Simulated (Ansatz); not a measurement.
For La₂B (model structure, started from the Ca2N type, R-3m, No. 166, 3 atoms in the cell), PBEsol (Ansatz, a quantum-chemistry and plane-wave program, PAW) gives:

```
Quantity               Result
-------------------  --------
lattice constant a    3.841 Å
lattice parameter c  19.670 Å
bulk modulus B0      20.6 GPa
```

What does r²SCAN (plane waves, PAW; Ansatz) give for the same quantities?


- lattice constant a: 3.932 Å (rises by 2.4 %)
- lattice parameter c: 20.722 Å (increases by 5.3 %)
- bulk modulus: 21.2 GPa (rises by 2.9 %)

Changes are worked out from the printed values.

Unless a cell is named, each level is at its own relaxed cell (PBEsol 27.92, r²SCAN 30.82 Å³/atom).

Caveats: the bulk modulus is −V dP/dV from two relaxed cells at ±2 % in volume (PBEsol, r²SCAN). Ansatz's density-functional and Hartree–Fock values are scalar-relativistic unless marked +SOC, with PAW data made under PBE.

A model structure was made by putting elements into a prototype or built by hand; it is no filed structure, need not be a known phase, and can be a saddle point held by its symmetry.
